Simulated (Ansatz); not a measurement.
## Ansatz run on BaAlGeH (P3m1, 4 atoms in the cell): self-consistent single point

Computed with LDA (PW92), default PAW files made with PBE (plane waves; Ansatz, an electronic-structure program).

Input:

Ansatz 0.2 input:
```yaml
crystal:
  lattice:
    - [4.360408, 0.000000, 0.000000]
    - [-2.180204, 3.776224, 0.000000]
    - [0.000000, 0.000000, 5.223800]
  atoms:
    - { symbol: Ba, position: [0.333333, 0.666667, 0.099020] }
    - { symbol: Al, position: [0.000000, 0.000000, 0.641350] }
    - { symbol: Ge, position: [0.666667, 0.333333, 0.552740] }
    - { symbol: H, position: [0.000000, 0.000000, 0.972890] }
basis:
  ecutwfc: 420.0 eV
kpoints:
  mp_grid:
    grid: [7, 7, 5]
hamiltonian:
  xc: lda
  pseudopotentials:
    kind: paw
scf:
  occupations:
    method: fixed
output:
  forces: true
  eigenvalues: true
  stress: true
```

Output (repeated stretches shortened):

```
WARN the atoms were moved onto the symmetric positions of the space group found under crystal.symmetry.tolerance 1.0e-5 (fractional …
WARN ansatz: RAYON_NUM_THREADS=1 ignored (pool sized by the plan → 1); use --threads N
Pseudopotentials: kind: paw
Pseudopotential: Ba, paw, valence charge 10
Pseudopotential: Al, paw, valence charge 3
Pseudopotential: Ge, paw, valence charge 14
Pseudopotential: H, paw, valence charge 1
Crystal: 4 atoms, lattice volume = 86.014 Å³
Basis set: ecut = 420 eV, 1715 PW (Γ)
Bands: 18, of which v1, the nominal top of the filled ones, is band 14 counted from 1 (13 counted from 0)
Symmetry: 6 space group operations
Space group: P3m1 (ITA 156), of the structure as read, at distance tolerance 4.4e-5 Å
k-points: 32 of 245 (time reversal used)
PAW frozen core: Ba, regenerated for the run's functional, and the local potential with it
PAW frozen core: Al, regenerated for the run's functional, and the local potential with it
PAW frozen core: Ge, regenerated for the run's functional, and the local potential with it
Initial density: superposition of atomic densities (neutral atoms: chi_scale 0, normalization atom), corrected by the library's trained network
Initial wavefunctions: pseudopotential atomic-orbital guess
Eigensolver: davidson
Functional: x = slater, c = lda
SCF iter   1: F=—  HF=-10526.140217 eV  |F-HF|=—  |Δ(HF+E_count)|=         —  Δρ=6.14e-3  dr2=2.38e-2  ethr=1.77e-3  ⟨swp⟩=4.5  Hψ=2633  notcnv=0  defer=55
all-band conjugate gradients solve this SCF's bands
preconditioner: auto → Resta (q_TF=auto, 2.263 Å⁻¹)
SCF iter   2: F=—  HF=-10526.132622 eV  |F-HF|=—  |Δ(HF+E_count)|=   7.60e-3  Δρ=2.94e-3  dr2=5.61e-3  ethr=8.50e-5  ⟨swp⟩=2.0  Hψ=991  notcnv=0  defer=61
SCF iter   3: F=—  HF=-10526.131032 eV  |F-HF|=—  |Δ(HF+E_count)|=   1.59e-3  Δρ=3.98e-4  dr2=1.18e-4  ethr=2.01e-5  ⟨swp⟩=2.7  Hψ=798  notcnv=0  defer=61
SCF iter   4: F=—  HF=-10526.131023 eV  |F-HF|=—  |Δ(HF+E_count)|=   8.91e-6  Δρ=1.76e-4  dr2=2.45e-5  ethr=4.21e-7  ⟨swp⟩=2.0  Hψ=999  notcnv=0  defer=61
SCF iter   5: F=—  HF=-10526.131006 eV  |F-HF|=—  |Δ(HF+E_count)|=   1.77e-5  Δρ=4.39e-5  dr2=1.95e-6  ethr=8.75e-8  ⟨swp⟩=2.0  Hψ=992  notcnv=0  defer=4
SCF iter   6: F=—  HF=-10526.131005 eV  |F-HF|=—  |Δ(HF+E_count)|=   1.58e-7  Δρ=1.17e-5  dr2=1.51e-7  ethr=6.98e-9  ⟨swp⟩=2.0  Hψ=736  notcnv=0  defer=3
SCF iter   7: F=-10526.131005 eV  HF=-10526.131005 eV  |F-HF|=1.22e-9  |Δ(HF+E_count)|=   1.77e-8  Δρ=2.07e-6  dr2=3.65e-9  ethr=3.57e-10  ⟨swp⟩=7.0  Hψ=3336  notcnv=0
SCF 1 converged in 7 iterations: F = -10526.131005 eV  dr2 = 3.65e-9
SCF converged after 7 iterations
Free energy (F): -10526.131005 eV
Harris-Foulkes:  -10526.131005 eV  (|F-HF|=1.22e-9)
Internal energy: -10526.131005 eV  (E = F + TS)
E sigma→0 (E₀):  -10526.131005 eV
Fermi energy:    7.242119 eV
--- Per-component energies (eV) ---
  E_band       = -194.367798
  E_kinetic    = 316.877636
  E_local      = -3005.133802  (includes V_loc(G=0)·N_el)
  E_nonlocal   = 493.553969
  E_hartree    = 1301.527023
  E_xc         = -290.599516
  E_vxc        = -242.283409  (∫ρ·V_xc dr)
  E_paw        = -7442.748082  (= ΣΔE_a)
  E_vpaw       = -360.434448  (= ΣTr[D̂ρ^β])
  E_aug_tail   = -0.000951  (compensation charges beyond the density's cutoff)
  E_ewald      = -1901.853840
  E_core_change = 2.246558  (= ΣΔE_core)
  E_smearing   = -0.000000  (= −TS)
  E_closure    = 0.000000  (closes the sum)
  Σ components = -10526.131005   (vs F -10526.131005, Δ=0.00e0)
--- Forces (eV/Å), atoms counted from 1 ---
  atom   1  Ba    -0.00000000    -0.00000000     0.04395405
  atom   2  Al     0.00000000     0.00000000    -0.09372380
  atom   3  Ge    -0.00000000    -0.00000000    -0.01188035
  atom   4  H     -0.00000000    -0.00000000     0.06165030
  max |Σ_I F_I| component: 1.91e-7 eV/Å
--- Stress (GPa, compression-positive) ---
       -3.291107      -0.000000       0.000000
       -0.000000      -3.291107       0.000000
        0.000000       0.000000      -2.885892
  P = ⅓ Tr σ = -3.1560 GPa (-31.560 kbar)
  The stress holds the Pulay correction. Without it, at fixed plane waves, as pw.x and ABINIT print it: P = -3.1939 GPa
--- Band table (eV; the first three rows and the last of 32) ---
  k-point 0: bands = ["-19.9762", "-16.0840", "-16.0840", "-16.0420", "-16.0420", "-16.0373", "-5.3105", "-4.9502", "-4.9502", "-1.8890", "3.0550", "6.5727", "6.9267", "6.9267", "8.3907", "10.5500", "10.5500", "11.6391"]
  k-point 1: bands = ["-19.9751", "-16.0840", "-16.0840", "-16.0421", "-16.0421", "-16.0373", "-5.4123", "-4.9474", "-4.9474", "-1.6276", "2.7403", "6.7830", "7.0327", "7.0327", "8.4991", "9.8893", "9.8893", "10.8478"]
  k-point 2: bands = ["-19.9734", "-16.0839", "-16.0839", "-16.0421", "-16.0421", "-16.0372", "-5.5592", "-4.9428", "-4.9428", "-1.1652", "2.2000", "7.2170", "7.2421", "7.2421", "8.5614", "9.3244", "9.3244", "10.1057"]
  k-point 31: bands = ["-19.9250", "-16.0833", "-16.0819", "-16.0429", "-16.0421", "-16.0352", "-5.4741", "-5.2691", "-5.2503", "-0.3250", "1.7005", "4.3583", "5.1717", "6.8156", "10.5329", "10.7653", "11.1216", "11.7053"]
```

The run converged in 7 iterations.

The starting cell comes from a database of computed structures (which also holds hypothetical and non-ambient phases and stackings), without a prior relaxation at this level. Its lattice was rescaled by up to half a per cent. With a pressure of about -3 GPa the cell is away from its equilibrium volume at this level. Ansatz's pressure includes its estimate of the finite-basis (Pulay) stress.
